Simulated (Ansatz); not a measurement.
The parent structure is GaSb in the zinc blende structure (space group F-43m, No. 216; a = 6.111 Å). Axes: x, y, z lie along the cube axes.

Calculations: Ansatz (an electronic-structure program) PBEsol, no spin-orbit coupling.

Free-standing slabs (2 atom(s) a layer) normal to [110] with 15 Å of vacuum; in-plane cell held at bulk.

One change was made to it. Results:

```tsv
quantity	base	after
band gap	zero	0.29 eV
excess energy per area of both faces (slab less bulk energy over the cell's area: twice a surface energy) (uncertain by up to 0.08 J/m²)	–	1.1 J/m²
```

**Question.** What was done to the base?
(A) 4 layers
(B) 7 layers
(C) 6 layers

**Answer.** B, 7 layers. For comparison, the band gap in the other runs: 6 layers gives 0.43 eV; 4 layers gives 0.50 eV.

The excess energy carries the mismatch between the slab's and the bulk's meshes. With Sb present, leaving out spin-orbit coupling can change the band edges. No phonon test of stability was made. All final runs are without spin polarisation. A zero or small gap of GaSb can be the functional's error rather than a property of the material.
